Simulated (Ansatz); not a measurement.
End structure of Ru on the 1x1 (0001) surface of corundum (cut with top plane Al), one in a 1x1 cell, started at the site 'hollow Al-O-O-O over O at depth 2.3 Å':

Host crystal: corundum, with a band gap (PBE, scalar-relativistic without spin-orbit coupling).

```yaml
crystal:
  lattice:
    - [4.80875, 0.00000, 0.00000]
    - [-2.40438, 4.16450, 0.00000]
    - [0.00000, 0.00000, 27.50000]
  atoms:
    - { symbol: Al, position: [0.66667, 0.33333, 0.37743] }
    - { symbol: O, position: [0.65631, 0.68187, 0.38078] }
    - { symbol: O, position: [0.31813, 0.97443, 0.38078] }
    - { symbol: O, position: [0.02557, 0.34369, 0.38078] }
    - { symbol: Al, position: [0.00000, 0.00000, 0.41229] }
    - { symbol: Al, position: [0.33333, 0.66667, 0.42276] }
    - { symbol: O, position: [0.31288, 0.31024, 0.45957] }
    - { symbol: O, position: [0.99736, 0.68712, 0.45957] }
    - { symbol: O, position: [0.68976, 0.00264, 0.45957] }
    - { symbol: Al, position: [0.66669, 0.33329, 0.49195] }
    - { symbol: Al, position: [0.00006, 0.00012, 0.50842] }
    - { symbol: O, position: [0.97476, 0.33360, 0.53987] }
    - { symbol: O, position: [0.66663, 0.64111, 0.53994] }
    - { symbol: O, position: [0.35875, 0.02568, 0.53995] }
    - { symbol: Al, position: [0.33330, 0.66648, 0.57272] }
    - { symbol: Al, position: [0.66663, 0.33410, 0.58759] }
    - { symbol: O, position: [0.64930, 0.98507, 0.61847] }
    - { symbol: O, position: [0.33768, 0.35440, 0.61921] }
    - { symbol: O, position: [0.01742, 0.66335, 0.61873] }
    - { symbol: Al, position: [0.00136, 0.99930, 0.64541] }
    - { symbol: Ru, position: [0.34190, 0.68215, 0.68064] }
```

Set-up: 21 atoms, 6.7 Å thick at the start under the adsorbate (thin: gaps and levels are the slab's own); mesh 6x6x1; 0.01 eV smearing; dipole correction on; 9 atoms held, the rest relaxed; no symmetry held; spin-polarised, ending with about 2.4 μB a cell, a value that depends on the mesh; orders that need a larger cell were not tried, no spin-orbit, no U, no dispersion correction. The slab shows no gap over 0.04 eV on its mesh. At the end it is bonded to 4 Al + 3 O. In PBE it is, or lies within 0.03 eV of, the lowest of the starts that converged.

A negative adsorption energy means that the adsorbate is more stable on the surface than in its reference.

### Question
Predict the change of the step from the bottom to the top vacuum level, against the clean slab from PBE (Ansatz, a first-principles code).

### Answer
-0.11 eV

### Question
Give the work function of the top face at the level PBE.

### Answer
4.11 eV

### Question
Predict the adsorption energy against an atom of hcp Ru from PBE.

### Answer
4.76 eV
